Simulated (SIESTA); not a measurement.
Band structure of Cd₂SeS (P3m1, 4 atoms in the cell).

```xyz
4
Lattice="4.2972 0.0000 0.0000 -2.1486 3.7215 0.0000 0.0000 0.0000 7.0072" Properties=species:S:1:pos:R:3 pbc="T T T"
Cd     0.0000     0.0000     3.4351
Cd     0.0000     2.4810     0.0675
Se     0.0000     2.4810     4.3847
S      0.0000     0.0000     0.8575
```

Computed with GGA PBEsol, numerical atomic orbitals DZP, PseudoDojo PBEsol standard norm-conserving potentials (rewritten from UPF to PSML) in SIESTA.

Settings: XC.functional = GGA; XC.authors = PBEsol; potentials = PseudoDojo PBEsol standard; PAO.BasisSize = DZP; PAO.EnergyShift = 0.01 Ry; MeshCutoff = 300 Ry; kgrid.MonkhorstPack = 6 6 3; OccupationFunction = FD; ElectronicTemperature = 10 meV; MaxSCFIterations = 150; SCF.Mixer.Method = Broyden; SCF.Mixer.Weight = 0.2; SCF.Mixer.History = 8; SCF.DM.Tolerance = 1.0E-04.

The starting cell comes from a database of computed structures (which also holds hypothetical and non-ambient phases and stackings), without a prior relaxation at this level. Its lattice was rescaled by a random factor within 2.5 % of one. Values carry the incompleteness of an atom-centred basis.

Problem. Predict the gap along the standard path and the places of the band edges.

Solution. The gap along the path is 0.79 eV, direct at Γ to within 0.01 eV.

Levels in eV from the top of the valence band on the path, bands 28 to 32:
```
point     28     29     30     31    32
-----  -----  -----  -----  -----  ----
Γ      -0.87  -0.15   0.00   0.00  0.79
M      -2.57  -1.85  -1.29  -0.73  3.43
K      -2.95  -1.88  -1.76  -1.60  4.56
A      -0.70  -0.70  -0.19  -0.19  2.39
L      -1.54  -1.43  -1.22  -1.11  3.32
H      -2.46  -2.22  -1.21  -1.00  4.07
```

Higher empty bands are left out: an atom-centred basis made for the valence describes them poorly.
